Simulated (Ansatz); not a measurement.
Base system: Al2Au (space group Fm-3m, No. 225; a = 6.003 Å; relaxed with 0.1 eV smearing). Axes: x, y, z lie along the cube axes.

Modification: biaxial strain +3.40 %, plane normal [110], relaxed out of plane (Cartesian); in-plane vectors clamped, the third vector and the atoms free.

Levels (all Ansatz, a quantum-chemistry and plane-wave program, PAW): PBEsol (420 eV, scalar-relativistic without spin-orbit coupling); PBEsol+SOC (420 eV, spin-orbit coupling included).

The geometry is relaxed with PBEsol.

```
Item               Result
---------------  --------
PBEsol pressure  -3.1 GPa
```

Task: Predict the pressure from PBEsol+SOC.

Result: The pressure falls by 0.8 GPa (-3.1 GPa → -3.9 GPa).

A biaxial case was relaxed in a doubled cell and then solved in the primitive one. Single points use the geometry relaxed with PBEsol. Differences between runs with and without spin-orbit coupling are approximate. Stability against distortions was not tested.
